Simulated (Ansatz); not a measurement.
# Te on the P site (Te_P) (zinc-blende GaP host)

Calculation: PBE, PAW (plane waves to 420 eV; Ansatz, a program for electronic structure). The supercell holds 64 host sites (2×2×2 repeats of a cell of 8 atoms), with a 2×2×2 shifted k-point sampling for the final energies. Site at the start: the P site. Charged cells carry a point-charge image correction with potential alignment at far atoms. Dielectric constants: PBE linear response of the host. Host gap at this level: 1.57 eV. These values are not converged in cell size to better than tenths of an eV. PBE underestimates the host's gap, which shifts levels and can delocalise carriers. Spin–orbit coupling is left out, which matters for these heavy elements. Each state is the lowest found from its start.

Charges with a result: +1, 0, −1. Others weren't obtained, and one of them could lie lower, also by skipping a charge.

| charge | moment (μB) | largest move off a lattice site (Å) | image correction with alignment (eV) |
|---|---|---|---|
| +1 | not spin-polarised | 0.28 | 0.29 |
| 0* | quenched | 0.28 | – |
| −1* | not spin-polarised | 0.28 | – |

* At this level the carrier isn't localised at the defect: at charge 0 electrons occupy the conduction band; at charge −1 electrons occupy the conduction band. Such a state is shallow or no state of the defect, and this cell gives it no level.

Starting moments that weren't kept: charge 0 began with 1 μB and ended with 0.0.

No other site or start that was run ended lower by more than 0.1 eV.
